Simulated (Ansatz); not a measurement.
Start from Ag in the fcc (Cu type) structure (space group Fm-3m, No. 225; a = 4.054 Å; relaxed with 0.1 eV smearing).

Method: PBEsol/PAW in Ansatz (an electronic-structure program), without spin-orbit coupling.

Before the change:

* **Pressure**: 0.0 GPa

One thing is altered: the cell is scaled by 0.9850 in all directions; the atoms relax in the strained cell.

Q: Estimate the effect on the pressure and energy relative to the base.

A: The pressure goes from zero to 6.1 GPa; the energy goes up by 13 meV/atom.

No phonon test of stability was made.
